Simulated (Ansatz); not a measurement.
## BP: pressure series

Start from BP in the zinc blende structure (space group F-43m, No. 216; a = 4.537 Å).

Cell and atoms are relaxed at each pressure.

Calculations: Ansatz (a program for electronic structure), r2SCAN, PAW, cutoff 500 eV, without spin-orbit coupling.

Two rows of this table had their results exchanged by mistake.

```tsv
pressure	volume per atom (Å³)	shortest distance (Å)	band gap
pressure −2 GPa	11.81	1.972	1.43 eV
pressure −1 GPa	11.74	1.968	1.42 eV
pressure 1.8 GPa	11.55	1.958	1.40 eV
pressure 4.2 GPa	11.40	1.949	1.38 eV
pressure 9 GPa	11.12	1.933	1.34 eV
pressure 18 GPa	10.67	1.906	1.28 eV
pressure 30 GPa	9.26	1.819	1.00 eV
pressure 45 GPa	9.67	1.845	1.10 eV
pressure 60 GPa	10.17	1.877	1.19 eV
```

Question: Which two?

Answer: The rows for pressure 30 GPa and pressure 60 GPa: the volume has to fall steadily with pressure, so 10.17 Å³ belongs to pressure 30 GPa and 9.26 Å³ to pressure 60 GPa.

Load acts through the strain it causes; cell and atoms are relaxed under it. Whether these cells are dynamically stable was not tested. Competing high-pressure phases were not computed.
